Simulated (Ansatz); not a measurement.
Output of an Ansatz run (abridged):

```
WARN ansatz: RAYON_NUM_THREADS=1 ignored (pool sized by the plan → 1); use --threads N
Pseudopotentials: kind: paw
Pseudopotential: Co, paw, valence charge 17
Pseudopotential: Si, paw, valence charge 4
Crystal: 3 atoms, lattice volume = 38.152 Å³
Basis set: ecut = 420.4159175005146 eV, 725 PW (Γ), exchange–correlation on 54×54×54 points (8 copies of the dense FFT grid, shifted against one another)
Bands: 17, of which v1, the nominal top of the filled ones, is band 13 counted from 1 (12 counted from 0)
Symmetry: 48 space group operations
Space group: Fm-3m (ITA 225), of the structure as read, at distance tolerance 3.4e-5 Å
k-points: 56 of 1331
PAW frozen core: Co, regenerated for the run's functional, and the local potential with it
PAW frozen core: Si, regenerated for the run's functional, and the local potential with it
Initial density: superposition of atomic densities (neutral atoms: chi_scale 0, normalization atom), corrected by the library's trained network
Initial wavefunctions: pseudopotential atomic-orbital guess
Eigensolver: davidson
Functional: x = pbesol(κ = 0.804, μ = 0.12345679012345678), c = pbesol(β = 0.046)
SCF iter   1: F=—  HF=-6337.739783 eV  |F-HF|=—  |Δ(HF+E_count)|=         —  Δρ=1.82e-2  dr2=8.84e-2  ethr=1.77e-3  ⟨swp⟩=5.1  Hψ=4883  notcnv=0
all-band conjugate gradients solve this SCF's bands
preconditioner: auto → Kerker (q_TF=auto, 2.543 Å⁻¹)
SCF iter   2: F=—  HF=-6337.732165 eV  |F-HF|=—  |Δ(HF+E_count)|=   7.62e-3  Δρ=5.97e-3  dr2=1.28e-2  ethr=3.54e-4  ⟨swp⟩=2.0  Hψ=1560  notcnv=0
SCF iter   3: F=—  HF=-6337.731219 eV  |F-HF|=—  |Δ(HF+E_count)|=   9.46e-4  Δρ=1.15e-3  dr2=9.73e-4  ethr=5.11e-5  ⟨swp⟩=1.0  Hψ=952  notcnv=0
SCF iter   4: F=—  HF=-6337.731257 eV  |F-HF|=—  |Δ(HF+E_count)|=   3.82e-5  Δρ=4.61e-4  dr2=1.08e-4  ethr=3.89e-6  ⟨swp⟩=2.9  Hψ=1486  notcnv=0
SCF iter   5: F=—  HF=-6337.731265 eV  |F-HF|=—  |Δ(HF+E_count)|=   8.54e-6  Δρ=9.08e-5  dr2=3.90e-6  ethr=4.33e-7  ⟨swp⟩=2.2  Hψ=1197  notcnv=0
SCF iter   6: F=—  HF=-6337.731268 eV  |F-HF|=—  |Δ(HF+E_count)|=   2.16e-6  Δρ=7.96e-5  dr2=1.17e-6  ethr=1.56e-8  ⟨swp⟩=2.0  Hψ=1642  notcnv=0
SCF iter   7: F=—  HF=-6337.731267 eV  |F-HF|=—  |Δ(HF+E_count)|=   1.31e-7  Δρ=2.02e-5  dr2=1.17e-7  ethr=4.70e-9  ⟨swp⟩=2.5  Hψ=1439  notcnv=0
SCF iter   8: F=-6337.731267 eV  HF=-6337.731267 eV  |F-HF|=4.05e-9  |Δ(HF+E_count)|=   8.38e-9  Δρ=4.51e-6  dr2=5.61e-9  ethr=4.00e-10  ⟨swp⟩=4.0  Hψ=2889  notcnv=0
SCF 1 converged in 8 iterations: F = -6337.731267 eV  dr2 = 5.61e-9
SCF converged after 8 iterations
Free energy (F): -6337.731267 eV
Harris-Foulkes:  -6337.731267 eV  (|F-HF|=4.05e-9)
Internal energy: -6337.697609 eV  (E = F + TS)
E sigma→0 (E₀):  -6337.714438 eV
Entropy (-TS):   -0.033658 eV (-11.219 meV/atom)
Fermi energy:    12.896108 eV
--- Per-component energies (eV) ---
  E_band       = -283.012019
  E_kinetic    = 548.209237
  E_local      = -4089.704877  (includes V_loc(G=0)·N_el)
  E_nonlocal   = 503.488762
  E_hartree    = 1777.664864
  E_xc         = -272.276223
  E_vxc        = -305.165307  (∫ρ·V_xc dr)
  E_paw        = -2481.603606  (= ΣΔE_a)
  E_vpaw       = -495.163510  (= ΣTr[D̂ρ^β])
  E_aug_tail   = 0.000098  (compensation charges beyond the density's cutoff)
  E_ewald      = -2323.727406
  E_core_change = 0.251541  (= ΣΔE_core)
  E_smearing   = -0.033658  (= −TS)
  E_closure    = -0.000000  (closes the sum)
  Σ components = -6337.731267   (vs F -6337.731267, Δ=0.00e0)
--- Forces (eV/Å), atoms counted from 1 ---
  atom   1  Co    -0.00000000     0.00000000     0.00000000
   [... zero for the other atoms too ...]
  max |Σ_I F_I| component: 5.55e-17 eV/Å
--- Stress (GPa, compression-positive) ---
       -3.279846      -0.000000      -0.000000
       -0.000000      -3.279846       0.000000
        0.000000       0.000000      -3.279846
  P = ⅓ Tr σ = -3.2798 GPa (-32.798 kbar)
  The stress holds the Pulay correction. Without it, at fixed plane waves, as pw.x and ABINIT print it: P = -3.3583 GPa
--- Band table (eV; the first three rows and the last of 56) ---
  k-point 0: bands = ["-81.5778", "-45.0346", "-45.0346", "-45.0346", "-0.2949", "8.7682", "8.7682", "8.7682", "10.9601", "10.9601", "13.7315", "16.2972", "16.2972", "16.2972", "16.3628", "16.3628", "16.3628"]
  k-point 1: bands = ["-81.5779", "-45.0348", "-45.0347", "-45.0347", "-0.1685", "8.4630", "8.8131", "8.8131", "10.9219", "10.9219", "13.7898", "14.8151", "15.5098", "15.5098", "17.1750", "17.1750", "17.9949"]
  k-point 2: bands = ["-81.5779", "-45.0354", "-45.0347", "-45.0347", "0.2079", "7.6603", "8.9340", "8.9340", "10.8439", "10.8439", "12.8522", "14.7060", "14.7060", "14.8120", "17.1855", "17.1855", "17.8355"]
  k-point 55: bands = ["-81.5778", "-45.0365", "-45.0363", "-45.0355", "4.6411", "4.6906", "6.6529", "7.3041", "10.4203", "10.5699", "10.9774", "11.4603", "12.2014", "16.0470", "16.9976", "18.6451", "19.8314"]
```

The structure:

```
CELL_PARAMETERS angstrom
      0.00000     2.67196     2.67196
      2.67196     0.00000     2.67196
      2.67196     2.67196     0.00000
ATOMIC_POSITIONS crystal
  Co 0.00000 0.00000 0.00000
  Si 0.25000 0.25000 0.25000
  Si 0.75000 0.75000 0.75000
```

**Question.** Reconstruct the input of this run.

**Answer.** Other spellings and defaults could give the same log, and not every line can be read from it. The input that was run (DFT, PBEsol, plane waves, default PAW files made with PBE):

Ansatz 0.2 input:
```yaml
# CoSi2
crystal:
  lattice:
    - [0.000000, 2.671960, 2.671960]
    - [2.671960, 0.000000, 2.671960]
    - [2.671960, 2.671960, 0.000000]
  atoms:
    - { symbol: Co, position: [0.000000, 0.000000, 0.000000] }
    - { symbol: Si, position: [0.250000, 0.250000, 0.250000] }
    - { symbol: Si, position: [0.750000, 0.750000, 0.750000] }
basis:
  ecutwfc: 30.9 Ry
kpoints:
  mp_grid: { grid: [11, 11, 11] }
hamiltonian:
  xc: pbesol
  pseudopotentials: { kind: paw }
scf:
  occupations: { method: fermi_dirac, width: 0.0073 Ry }
output:
  forces: true
  eigenvalues: true
  stress: true
```

The starting cell has typed, rounded lattice constants, without a prior relaxation at this level. Its lattice was rescaled by up to half a per cent. Spin polarisation is off. With a pressure of about -3 GPa the cell is away from its equilibrium volume at this level. Ansatz's pressure includes its estimate of the finite-basis (Pulay) stress.

Ansatz is an electronic-structure program.
